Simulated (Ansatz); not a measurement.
AlN: strain along the normal

AlN (wurtzite, P6_3mc, 10.645 Å³/atom at rest, c along z) under an equal strain ε in the (0001) plane with the normal axis free, as in a coherent film. PBE in Ansatz, a plane-wave DFT program (PAW, default set), 420 eV, 12×12×7 Γ-centred mesh, Fermi-Dirac smearing 0.05 eV; ions are relaxed within the symmetry of each cell.

Here s stands for strain and y for normal strain.

```
strain (%)  normal strain (%)
----------  -----------------
-3.00                       ?
-1.20                    0.65
-0.60                    0.33
0.00                     0.00
0.60                    -0.33
1.20                    -0.68
```

Fit y of the 5 rows that show it with a straight line. Means: s 0, y -0.006. About the means, the sum of products is -1.9920 and the sum of squares of s is 3.6000; the slope is their ratio. Least squares gives y = -0.006 - 0.5533·s. Residuals (row less fit): -0.008, 0.004, 0.006, 0.008, -0.010; standard error 0.010 (degrees of freedom: 3). The slope, -0.55 ± 0.01, is the elastic response of the normal axis, −2C13/C33.

Question: What does the fit predict for y at s = -3.00, and how far is the calculated value from it?

Answer: y = -0.006 - 0.5533 × (-3.0) = 1.654%. The calculation gives 1.57%, 0.084% below the prediction (3.7 % of the range of y in the table). The row lies outside the fitted rows, so this is an extrapolation. From the scatter of the fitted rows alone, a prediction at this place has a standard error of 0.019%, so the miss is 4.4 times that.

One order more, fitted to all 11 runs of the series, follows each within 0.01, so the miss is the next term of a smooth law. Rows are the converged runs of the series near zero and its far end; series whose fitted rows scatter by over a few per cent of the range, as at a crossing or softening among them, aren't shown in this form. Most that stay on the fit to the last digits aren't either.
